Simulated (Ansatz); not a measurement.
A self-consistent single point of the (001) slab of SnSe2 (cut from a parent of space group no. 164; 6 atoms in the cell) with Ansatz (an electronic-structure program).

Computed with LDA (PW92), PAW files made with PBE (plane waves; Ansatz).

```
CELL_PARAMETERS angstrom
      3.79857     0.00000     0.00000
     -1.89928     3.28966     0.00000
      0.00000     0.00000    23.18230
ATOMIC_POSITIONS crystal
  Sn 0.00000 0.00000 0.36797
  Se 0.33333 0.66667 0.43399
  Se 0.66667 0.33333 0.30195
  Sn 0.00000 0.00000 0.63203
  Se 0.33333 0.66667 0.69805
  Se 0.66667 0.33333 0.56601
```

Reference input (self-consistent single point, DFT, LDA (PW92), plane waves, PAW files made with PBE): basis.ecutwfc = 420 eV; kpoints.mp_grid.grid = 7 7 1; hamiltonian.xc = lda; hamiltonian.pseudopotentials = {kind: paw} (the program's default PAW files); scf.occupations.method = fermi_dirac; scf.occupations.width = 0.05 eV. This run's input differs from it in these lines:

Ansatz 0.2 input:
```diff
@@ -16,3 +16,3 @@
 kpoints:
-  mp_grid: { grid: [7, 7, 1] }
+  mp_grid: { grid: [14, 14, 1] }
 hamiltonian:
```

Output (repeated stretches shortened):

```
SCF iter   1: F=—  HF=-33294.664321 eV  |F-HF|=—  |Δ(HF+E_count)|=         —  Δρ=2.18e-2  dr2=1.98e0  ethr=2.14e-3  ⟨swp⟩=1.7  Hψ=7435  notcnv=0
all-band conjugate gradients solve this SCF's bands
preconditioner: auto → Resta (q_TF=auto, 2.254 Å⁻¹)
SCF iter   2: F=—  HF=-33294.045465 eV  |F-HF|=—  |Δ(HF+E_count)|=   6.19e-1  Δρ=9.07e-3  dr2=2.23e-1  ethr=2.14e-3  ⟨swp⟩=3.0  Hψ=2084  notcnv=0
   [... lines left out ...]
SCF iter   6: F=—  HF=-33293.994597 eV  |F-HF|=—  |Δ(HF+E_count)|=   4.63e-4  Δρ=2.17e-4  dr2=1.66e-4  ethr=5.68e-6  ⟨swp⟩=1.9  Hψ=1350  notcnv=0  defer=69
SCF iter   7: F=—  HF=-33293.994590 eV  |F-HF|=—  |Δ(HF+E_count)|=   6.90e-6  Δρ=4.05e-5  dr2=3.36e-6  ethr=1.81e-7  ⟨swp⟩=2.0  Hψ=1623  notcnv=0  defer=69
SCF iter   8: F=—  HF=-33293.994609 eV  |F-HF|=—  |Δ(HF+E_count)|=   1.91e-5  Δρ=9.98e-6  dr2=2.37e-7  ethr=3.65e-9  ⟨swp⟩=2.0  Hψ=2450  notcnv=0  defer=69
SCF iter   9: F=-33293.994609 eV  HF=-33293.994609 eV  |F-HF|=5.50e-9  |Δ(HF+E_count)|=   2.45e-8  Δρ=2.13e-6  dr2=1.51e-8  ethr=1.09e-10  ⟨swp⟩=11.8  Hψ=6489  notcnv=0
SCF 1 converged in 9 iterations: F = -33293.994609 eV  dr2 = 1.51e-8
Free energy (F): -33293.994609 eV
Internal energy: -33293.994559 eV  (E = F + TS)
E sigma→0 (E₀):  -33293.994584 eV
Entropy (-TS):   -0.000050 eV (-0.008 meV/atom)
Fermi energy:    1.480248 eV
--- Forces (eV/Å), atoms counted from 1 ---
  atom   1  Sn     0.00000000     0.00000000    -0.02478424
  atom   2  Se     0.00000000     0.00000000     0.50257072
  atom   3  Se     0.00000000    -0.00000000    -0.38367714
  atom   4  Sn    -0.00000000    -0.00000000     0.02478424
  atom   5  Se     0.00000000     0.00000000     0.38367714
  atom   6  Se     0.00000000    -0.00000000    -0.50257072
--- Stress (GPa, compression-positive) ---
        0.202371       0.000000       0.000000
        0.000000       0.202371       0.000000
       -0.000000       0.000000       1.182467
  P = ⅓ Tr σ = 0.5291 GPa (5.291 kbar)
  The stress holds the Pulay correction. Without it, at fixed plane waves, as pw.x and ABINIT print it: P = 0.5200 GPa
```

The run converged in 9 iterations. Against the reference run the free energy falls by 1.6 meV/atom, the largest force moves little (0.497 to 0.503 eV/Å) and the gap on the mesh goes from 0.830 to 0.732 eV.

The starting cell has typed, rounded lattice constants, without a prior relaxation at this level. The slab is cut from that crystal, and its faces are unrelaxed. Its lattice was rescaled by up to half a per cent. Spin polarisation is off, though cut faces can carry moments; a gap of a slab can lie between surface states.
